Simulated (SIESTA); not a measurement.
SIESTA run on FeSi₂ (P1, 3 atoms in the cell): self-consistent single point.

Level of theory: SIESTA 5.4.2 with LDA PW92, numerical atomic orbitals DZP, PseudoDojo LDA standard norm-conserving potentials (rewritten from UPF to PSML).

The change in words: lattice scaled by 0.98. Reference geometry:
```
CELL_PARAMETERS angstrom
      2.67941     0.00000     0.00000
      0.00000     2.67941     0.00000
      0.00000     0.00000     5.10487
ATOMIC_POSITIONS crystal
  Fe 0.00605 0.00797 0.01513
  Si 0.51696 0.53068 0.71494
  Si 0.47700 0.46136 0.26993
```

Reference input (self-consistent single point, DFT, LDA PW92, numerical atomic orbitals DZP, PseudoDojo LDA standard norm-conserving potentials (rewritten from UPF to PSML)): XC.functional = LDA; XC.authors = PW92; potentials = PseudoDojo LDA standard; PAO.BasisSize = DZP; PAO.EnergyShift = 0.01 Ry; MeshCutoff = 300 Ry; kgrid.MonkhorstPack = 9 9 5; OccupationFunction = MP; OccupationMPOrder = 0; ElectronicTemperature = 100 meV; MaxSCFIterations = 150; SCF.Mixer.Method = Pulay. This run's input differs from it in these lines:

```diff
@@ -12,5 +12,5 @@
 %block LatticeVectors
-     2.679410000    0.000000000    0.000000000
-     0.000000000    2.679410000    0.000000000
-     0.000000000    0.000000000    5.104870000
+     2.625822000    0.000000000    0.000000000
+     0.000000000    2.625822000    0.000000000
+     0.000000000    0.000000000    5.002773000
 %endblock LatticeVectors
@@ -18,5 +18,5 @@
 %block AtomicCoordinatesAndAtomicSpecies
-     0.016199713    0.021354898    0.077226473  1
-     1.385142435    1.421895902    3.649691072  2
-     1.278067852    1.236159201    1.377952454  2
+     0.015875720    0.020927801    0.075681950  1
+     1.357439689    1.393458090    3.576697537  2
+     1.252506591    1.211436109    1.350393513  2
 %endblock AtomicCoordinatesAndAtomicSpecies
```

The program printed (abridged):

```
        iscf     Eharris(eV)        E_KS(eV)     FreeEng(eV)     dDmax    Ef(eV) dHmax(eV)
   scf:    1    -3588.737022    -3629.668691    -3629.675303  1.676613 -3.471188 22.199883
   scf:    2    -3588.459909    -3628.222781    -3628.231574  0.370961 -6.147057 21.900611
   scf:    3    -3641.547060    -3640.122139    -3640.127283  0.293915 -4.828976  0.588120
   scf:    4    -3640.238329    -3640.197896    -3640.202289  0.069601 -4.936530  0.341977
   scf:    5    -3640.208966    -3640.206282    -3640.210355  0.018139 -4.916049  0.230093
   [... 2 lines left out ...]
   scf:    8    -3640.209182    -3640.209196    -3640.213228  0.000610 -4.941101  0.004968
   scf:    9    -3640.209198    -3640.209197    -3640.213229  0.000110 -4.941469  0.000648
   scf:   10    -3640.209198    -3640.209198    -3640.213229  0.000152 -4.941685  0.000133
   scf:   11    -3640.209198    -3640.209198    -3640.213229  0.000017 -4.941717  0.000044
SCF Convergence by DM+H criterion
max |DM_out - DM_in|         :     0.0000168895
max |H_out - H_in|      (eV) :     0.0000440158
SCF cycle converged after 11 iterations

Using DM_out to compute the final energy and forces

siesta: E_KS(eV) =            -3640.2092

siesta: E_KS - E_eggbox =     -3640.2092

siesta: Atomic forces (eV/Ang):
     1   -0.532610   -0.773152   -1.945777
     2   -0.098150   -0.196746    1.582085
     3    0.618309    0.954636    0.362532
   Tot   -0.012451   -0.015261   -0.001160
   Max    1.945777
   Res    0.980016    sqrt( Sum f_i^2 / 3N )
   Max    1.945777    constrained

Stress tensor Voigt[x,y,z,yz,xz,xy] (kbar):      -69.59      -66.76     -120.10      -66.46      -41.09      -13.47
(Free)E + p*V (eV/cell)    -3638.3728
Target enthalpy (eV/cell)    -3640.2132

   [... lines left out ...]
siesta: FreeEng =     -3640.213229
   [... lines left out ...]
siesta:    -0.043437   -0.008405   -0.025644
siesta:    -0.008405   -0.041670   -0.041482
siesta:    -0.025644   -0.041482   -0.074961

siesta: Cell volume =         34.493826 Ang**3

siesta: Pressure (static):
siesta:                Solid            Molecule  Units
siesta:           0.00058112         -0.00021099  Ry/Bohr**3
siesta:           0.05335617         -0.01937204  eV/Ang**3
siesta:          85.48600895        -31.03743330  kBar
```

The run converged in 11 iterations. Against the reference run the free energy goes up by 6.9 meV/atom, the pressure goes from -4.62 to 8.55 GPa and the largest force goes from 1.742 to 2.160 eV/Å.

The starting cell comes from a database of computed structures (which also holds hypothetical and non-ambient phases and stackings), without a prior relaxation at this level. Its atoms were displaced at random from the sites of space group no. 123. For this run, on top of that: lattice scaled by 0.98. Spin polarisation is off. Values carry the incompleteness of an atom-centred basis. With a pressure of about 9 GPa the cell is away from its equilibrium volume at this level. Forces in this geometry exceed 1 eV/Å.
